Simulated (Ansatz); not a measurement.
```yaml
crystal:
  lattice:
    - [3.11377, 0.00000, 0.00000]
    - [-1.55688, 2.69660, 0.00000]
    - [0.00000, 0.00000, 4.98369]
  atoms:
    - { symbol: Al, position: [0.66667, 0.33333, 0.49902] }
    - { symbol: Al, position: [0.33333, 0.66667, 0.99902] }
    - { symbol: N, position: [0.66667, 0.33333, 0.88098] }
    - { symbol: N, position: [0.33333, 0.66667, 0.38098] }
```

Question: Give the diagonal Born effective charges atom by atom and the electronic dielectric tensor from linear response, PBEsol in Ansatz (a program for electronic structure).

Answer: 
```json
[
 {"atom": "Al1", "Z*xx": "2.53", "Z*yy": "2.53", "Z*zz": "2.69"},
 {"atom": "Al2", "Z*xx": "2.53", "Z*yy": "2.53", "Z*zz": "2.69"},
 {"atom": "N3", "Z*xx": "-2.53", "Z*yy": "-2.53", "Z*zz": "-2.69"},
 {"atom": "N4", "Z*xx": "-2.53", "Z*yy": "-2.53", "Z*zz": "-2.69"}
]
```

ε∞ diagonal: 4.50, 4.50, 4.73. Away from Γ the polar cell without biaxial strain shows no imaginary mode on a 2×2×2 mesh.
